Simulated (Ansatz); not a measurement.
MoS2 (P6_3/mmc), r2SCAN+D4 with spin-orbit coupling, rigid bands in Ansatz (a program for electronic structure): N_c = 1.58e20 cm⁻³ at 300 K and an electron conductivity mass of 0.586 mₑ along x (a = (3.17, 0.00, 0.00) Å; b = (-1.59, 2.75, 0.00) Å; c = (0.00, 0.00, 12.48) Å).

Question: For 1e16 electrons per cm³ at 300 K, place the Fermi level, estimate the Seebeck coefficient of a parabolic band with constant τ, and give mobility and conductivity for τ = 20 fs.

Answer: The level lies k_BT ln(N_c/n) = 0.250 eV below the conduction-band minimum. S ≈ −(k_B/e)[ln(N_c/n) + 5/2] = -1049 μV/K, against -1054 μV/K from the full bands (mean over directions). μ = eτ/m = 60.0 cm²/(V·s) and σ = neμ = 0.0962 S/cm. τ is assumed, not computed.

Band transport and this doping are assumed; polarons and phonon drag are left out. Geometry: cell and atoms relaxed with r2SCAN+D4.
